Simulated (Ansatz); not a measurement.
Worked example: self-consistent single point of K (Pm-3n, 8 atoms in the cell) in Ansatz (an electronic-structure program).

Level of theory: r2SCAN, default PAW files made with PBE (plane waves; Ansatz).

```
CELL_PARAMETERS angstrom
      8.35709     0.00000     0.00000
      0.00000     8.35709     0.00000
      0.00000     0.00000     8.35709
ATOMIC_POSITIONS crystal
  K  0.25000 0.00000 0.50000
  K  0.75000 0.00000 0.50000
  K  0.00000 0.50000 0.25000
  K  0.00000 0.50000 0.75000
  K  0.50000 0.25000 0.00000
  K  0.50000 0.75000 0.00000
  K  0.00000 0.00000 0.00000
  K  0.50000 0.50000 0.50000
```

Reference input (self-consistent single point, DFT, r2SCAN, plane waves, default PAW files made with PBE): basis.ecutwfc = 500 eV; kpoints.mp_grid.grid = 3 3 3; hamiltonian.xc = r2scan; hamiltonian.pseudopotentials = {kind: paw} (the program's default PAW files); scf.occupations.method = cold; scf.occupations.width = 0.272 eV. This run's input differs from it in these lines:

Ansatz 0.2 input:
```diff
@@ -16,3 +16,3 @@
 basis:
-  ecutwfc: 500.0
+  ecutwfc: 200.0
 kpoints:
```

Output, abridged:

```
SCF iter   1: F=—  HF=-12332.099375 eV  |F-HF|=—  |Δ(HF+E_count)|=         —  Δρ=1.64e-2  dr2=5.94e-1  dr2_τ=6.47e-1  ethr=1.77e-3  ⟨swp⟩=10.5  Hψ=776  notcnv=0
all-band conjugate gradients solve this SCF's bands
preconditioner: auto → Kerker (q_TF=auto, 1.925 Å⁻¹)
SCF iter   2: F=—  HF=-12332.055741 eV  |F-HF|=—  |Δ(HF+E_count)|=   4.36e-2  S|Δr|=    0.00e0  Δρ=7.77e-3  dr2=1.18e-1  dr2_τ=2.70e-2  ethr=8.24e-4  ⟨swp⟩=2.0  Hψ=356  notcnv=0
   [... lines left out ...]
SCF iter   6: F=—  HF=-12332.067866 eV  |F-HF|=—  |Δ(HF+E_count)|=   2.38e-6  S|Δr|=    0.00e0  Δρ=2.01e-5  dr2=6.62e-6  dr2_τ=1.87e-7  ethr=8.37e-8  ⟨swp⟩=3.0  Hψ=335  notcnv=0
SCF iter   7: F=—  HF=-12332.067865 eV  |F-HF|=—  |Δ(HF+E_count)|=   1.66e-6  S|Δr|=    0.00e0  Δρ=3.80e-6  dr2=1.20e-7  dr2_τ=4.42e-9  ethr=9.20e-9  ⟨swp⟩=2.2  Hψ=226  notcnv=0
SCF iter   8: F=-12332.067865 eV  HF=-12332.067865 eV  |F-HF|=5.34e-9  |Δ(HF+E_count)|=   7.91e-8  S|Δr|=    0.00e0  Δρ=9.90e-7  dr2=1.56e-8  dr2_τ=3.19e-10  ethr=1.39e-10  ⟨swp⟩=9.5  Hψ=728  notcnv=0
SCF 1 converged in 8 iterations: F = -12332.067865 eV  dr2 = 1.56e-8
Stability not checked (fill_not_monotonic)
Free energy (F): -12332.067865 eV
Internal energy: -12331.960920 eV  (E = F + TS)
E sigma→0 (E₀):  -12332.032216 eV
Entropy (-TS):   -0.106945 eV (-13.368 meV/atom)
Fermi energy:    1.950812 eV
--- Forces (eV/Å), atoms counted from 1 ---
  atom   1  K      0.00000000    -0.00000000     0.00000000
   [... zero for the other atoms too ...]
--- Stress (GPa, compression-positive) ---
        0.204808       0.000000       0.000000
        0.000000       0.204808       0.000000
        0.000000       0.000000       0.204808
  P = ⅓ Tr σ = 0.2048 GPa (2.048 kbar)
  The stress holds the Pulay correction. Without it, at fixed plane waves, as pw.x and ABINIT print it: P = -9.8223 GPa
```

The run converged in 8 iterations. Against the reference run the free energy rises by 951 meV/atom and the pressure hardly changes (0.21 to 0.20 GPa).

The starting cell was generated: these elements placed on a structure prototype, without a prior relaxation; it need not be a known phase or ordering of this composition. Ansatz's pressure includes its estimate of the finite-basis (Pulay) stress. Without the estimate this run gives -9.82 GPa. The cutoff lies below the one recommended for these files.
